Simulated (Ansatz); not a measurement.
A self-consistent single point of InBi (R3m, 2 atoms in the cell) with Ansatz (a quantum-chemistry and plane-wave program).

Level of theory: PBEsol, default PAW files made with PBE (plane waves; Ansatz).

The change in words: lattice scaled by 0.98. Reference geometry:
```
CELL_PARAMETERS angstrom
      0.00000     3.39369     3.39369
      3.39369     0.00000     3.39369
      3.39369     3.39369     0.00000
ATOMIC_POSITIONS crystal
  In 0.00425 0.00425 0.00425
  Bi 0.25000 0.25000 0.25000
```

Reference input (self-consistent single point, DFT, PBEsol, plane waves, default PAW files made with PBE): basis.ecutwfc = 30.9 Ry; kpoints.mp_grid.grid = 9 9 9; hamiltonian.xc = pbesol; hamiltonian.pseudopotentials = {kind: paw} (the program's default PAW files); scf.occupations.method = gaussian; scf.occupations.width = 0.0073 Ry. This run's input differs from it in these lines:

```diff
@@ -2,5 +2,5 @@
   lattice:
-    - [0.000000, 3.393691, 3.393691]
-    - [3.393691, 0.000000, 3.393691]
-    - [3.393691, 3.393691, 0.000000]
+    - [0.000000, 3.325817, 3.325817]
+    - [3.325817, 0.000000, 3.325817]
+    - [3.325817, 3.325817, 0.000000]
   atoms:
```

Output (repeated stretches shortened):

```
SCF iter   1: F=—  HF=-17767.290837 eV  |F-HF|=—  |Δ(HF+E_count)|=         —  Δρ=3.09e-3  dr2=1.03e-2  ethr=1.77e-3  ⟨swp⟩=5.8  Hψ=7946  notcnv=0
all-band conjugate gradients solve this SCF's bands
preconditioner: auto → Kerker (q_TF=auto, 2.323 Å⁻¹)
SCF iter   2: F=—  HF=-17767.288361 eV  |F-HF|=—  |Δ(HF+E_count)|=   2.48e-3  Δρ=1.68e-3  dr2=4.70e-3  ethr=3.69e-5  ⟨swp⟩=1.3  Hψ=2310  notcnv=0
SCF iter   3: F=—  HF=-17767.288041 eV  |F-HF|=—  |Δ(HF+E_count)|=   3.20e-4  Δρ=5.93e-4  dr2=6.94e-4  ethr=1.68e-5  ⟨swp⟩=3.0  Hψ=2730  notcnv=0
SCF iter   4: F=—  HF=-17767.288291 eV  |F-HF|=—  |Δ(HF+E_count)|=   2.50e-4  Δρ=2.69e-4  dr2=1.30e-4  ethr=2.48e-6  ⟨swp⟩=2.0  Hψ=1783  notcnv=0
SCF iter   5: F=—  HF=-17767.288361 eV  |F-HF|=—  |Δ(HF+E_count)|=   7.02e-5  Δρ=8.40e-5  dr2=1.02e-5  ethr=4.63e-7  ⟨swp⟩=3.0  Hψ=2317  notcnv=0
SCF iter   6: F=—  HF=-17767.288391 eV  |F-HF|=—  |Δ(HF+E_count)|=   3.02e-5  Δρ=2.25e-5  dr2=4.94e-7  ethr=3.64e-8  ⟨swp⟩=2.0  Hψ=1873  notcnv=0
SCF iter   7: F=-17767.288392 eV  HF=-17767.288392 eV  |F-HF|=5.11e-8  |Δ(HF+E_count)|=   6.94e-7  Δρ=4.09e-6  dr2=1.65e-8  ethr=3.57e-10  ⟨swp⟩=7.8  Hψ=7683  notcnv=0
SCF 1 converged in 7 iterations: F = -17767.288392 eV  dr2 = 1.65e-8
Free energy (F): -17767.288392 eV
Internal energy: -17767.286458 eV  (E = F + TS)
E sigma→0 (E₀):  -17767.287425 eV
Entropy (-TS):   -0.001934 eV (-0.967 meV/atom)
Fermi energy:    7.363742 eV
--- Forces (eV/Å), atoms counted from 1 ---
  atom   1  In    -0.17364025    -0.17364025    -0.17364025
  atom   2  Bi     0.17363860     0.17363860     0.17363860
--- Stress (GPa, compression-positive) ---
        1.249729       0.525953       0.525953
        0.525953       1.249729       0.525953
        0.525953       0.525953       1.249729
  P = ⅓ Tr σ = 1.2497 GPa (12.497 kbar)
  The stress holds the Pulay correction. Without it, at fixed plane waves, as pw.x and ABINIT print it: P = 1.2239 GPa
```

The run converged in 7 iterations. Against the reference run the free energy goes up by 1.4 meV/atom, the pressure goes from -0.93 to 1.25 GPa and the largest force goes from 0.250 to 0.301 eV/Å.

The starting cell comes from a database of computed structures (which also holds hypothetical and non-ambient phases and stackings), without a prior relaxation at this level. Its lattice was rescaled by up to half a per cent. One atom was moved a little off its site on purpose. For this run, on top of that: lattice scaled by 0.98. Ansatz's pressure includes its estimate of the finite-basis (Pulay) stress.

Keys are those of Ansatz 0.2.
